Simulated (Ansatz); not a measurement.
**Defect calculation: As interstitial started as a split pair with As in zinc-blende InAs**

These are PBE, PAW (plane waves to 420 eV; Ansatz, an electronic-structure program) values and carry that method's errors. Details: 64-site cell; 2×2×2 shifted k-points; start: split with As along <110>; no spin–orbit coupling; the functional closes the host's gap; not converged in cell size.

Neighbours after relaxation, in Å: of the emptied site: As 1.40, As 1.40, In 2.88, In 2.88, In 2.89, In 2.89; of the As atom: As 2.48, In 2.60, In 2.85, In 2.86, As 3.32; of the As atom: As 2.48, In 2.60, In 2.85, In 2.86, As 3.32.

Formation energies E_f are those of the neutral cell. Chemical conditions: As-rich (Δμ(As) = 0.00 eV; only phases computed here count, gases as isolated molecules at 0 K); In-rich (Δμ(As) = -0.48 eV; only phases computed here count, gases as isolated molecules at 0 K). Reference phases: As: rhombohedral As.

The name describes the start; the neighbours show where the atoms ended.

| charge | moment (μB) | largest move off a lattice site (Å) | E_f, As-rich (eV) | E_f, In-rich (eV) |
|---|---|---|---|---|
| 0 | 1.0 | 0.21 | 2.52 | 3.00 |

No other site or start that was run ended lower by more than 0.1 eV.
